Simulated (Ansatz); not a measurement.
# ZrSi2: response to strain and stress

Start from ZrSi₂ (space group Cmcm, No. 63; a = 3.704 Å, b = 14.792 Å, c = 3.679 Å). Axes: x, y, z lie along a, b, c of the conventional cell.

Strains are applied to the cell and any free atomic positions relax; under stress the whole cell relaxes.

Level of theory: PBE/PAW in Ansatz (a quantum-chemistry and plane-wave program), no spin-orbit coupling.

Candidates:
(a) uniaxial stress, 1 GPa compression along z
(b) uniaxial stress, 5 GPa compression along x
(c) isotropic strain +3.81 %

Notes on the quantities. energy relative to the base: free energy F.

Order them by energy relative to the base, lowest first.

(a) uniaxial stress, 1 GPa compression along z (+0.2 meV/atom), (b) uniaxial stress, 5 GPa compression along x (+6.8 meV/atom), (c) isotropic strain +3.81 % (+77 meV/atom)

Without a gap, meshes like the base's 13×13×13 leave anisotropic stresses uncertain by several tenths of a GPa, and small strain energies with them. Beyond what the load breaks, stability against distortions was not tested. The final runs are not spin-polarised.
